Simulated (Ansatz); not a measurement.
What uniaxial strain ε_zz = −2.00 % does to Zr

The parent structure is Zr in the hcp (Mg type) structure (space group P6_3/mmc, No. 194; a = 3.1825 Å, c = 5.1235 Å; relaxed with 0.1 eV smearing). Axes: x lies along a and z along c of the hexagonal cell.

One thing is altered: uniaxial strain ε_zz = −2.00 %, all other strain components held at zero; the atoms relax in the strained cell.

Computed with PBEsol, PAW, 420 eV (Ansatz, a first-principles code; spin-orbit coupling left out). Settings: 21×21×11 k-points, 0.1 eV Fermi–Dirac smearing.

- Volume per atom: 22.02 Å³ (base 22.47 Å³)
- Space group: P6_3/mmc (No. 194) (base P6_3/mmc (No. 194))
- Energy relative to the base (free energy F): +5.0 meV/atom
- Band gap: zero (base zero)
- Stress (xx, yy, zz, yz, xz, xy; compression positive): (1.5, 1.5, 3.6, 0.0, 0.0, 0.0) GPa

Cost of the whole job for the changed cell (relaxation, final SCF and bands): very roughly 24 core-seconds.

Stability against distortions was not tested. All final runs are without spin polarisation.
